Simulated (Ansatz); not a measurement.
Consider a periodic stack without vacuum, hcp Mg (0 0 1) on wurtzite ZnO (0 0 1) (film strained to the substrate, faces as cut): substrate slab Zn6O6, film Mg4, surface cells [[-1, -1], [0, -1]] and [[0, -1], [1, 0]], film strained by +2.5 and +2.5 %, faces Zn/O and Mg/Mg as cut (like faces can put a slab off its formula). Its start:

```yaml
crystal:
  lattice:
    - [3.27949, 0.00000, 0.04222]
    - [1.63974, 2.84012, -0.03795]
    - [-0.59363, -0.82851, 25.73272]
  atoms:
    - { symbol: Zn, position: [0.45281, 0.16225, 0.02966] }
    - { symbol: Zn, position: [0.75843, 0.58828, 0.13432] }
    - { symbol: O, position: [0.42919, 0.24199, 0.11034] }
    - { symbol: O, position: [0.74907, 0.62772, 0.21306] }
    - { symbol: Zn, position: [0.41149, 0.30691, 0.23867] }
    - { symbol: Zn, position: [0.73348, 0.68322, 0.34189] }
    - { symbol: O, position: [0.40399, 0.33797, 0.31687] }
    - { symbol: O, position: [0.72125, 0.71043, 0.42021] }
    - { symbol: Zn, position: [0.38410, 0.38824, 0.44438] }
    - { symbol: Zn, position: [0.71941, 0.74614, 0.54740] }
    - { symbol: O, position: [0.38978, 0.40197, 0.52279] }
    - { symbol: O, position: [0.75170, 0.73916, 0.62642] }
    - { symbol: Mg, position: [0.08305, 0.08163, 0.65184] }
    - { symbol: Mg, position: [0.20585, 0.54391, 0.75271] }
    - { symbol: Mg, position: [0.82869, 0.28925, 0.84867] }
    - { symbol: Mg, position: [0.09772, 0.74648, 0.94758] }
```

The start was prepared with a machine-learned potential, and the result is one local minimum, with the in-plane cell held and forces under 0.04 eV/Å; the film can end far from its bulk form.

Calculation: PBE (plane waves to 420 eV, PAW; Ansatz, an electronic-structure program). Spin–orbit coupling is left out; the runs are not spin-polarised; PBE gaps are too small against experiment. Its k-point mesh 11×11×1, Fermi–Dirac width 0.05 eV.

Question: Predict the relaxed interface.

Answer: 
```
Quantity                                                                                                                 Result
--------------------------------------------------------------------------------  ---------------------------------------------
interface area                                                                                                           9.3 Å²
period                                                                                                                  25.92 Å
gaps between the outermost planes at the two interfaces                                                         0.60 and 2.09 Å
Mg–Zn contacts across the interfaces within 1.22 times the sum of covalent radii                                 3, mean 2.82 Å
Mg–O contacts across the interfaces within 1.22 times the sum of covalent radii                                  3, mean 1.99 Å
estimate of the barrier                                                           withheld, since the two interfaces are unlike
```
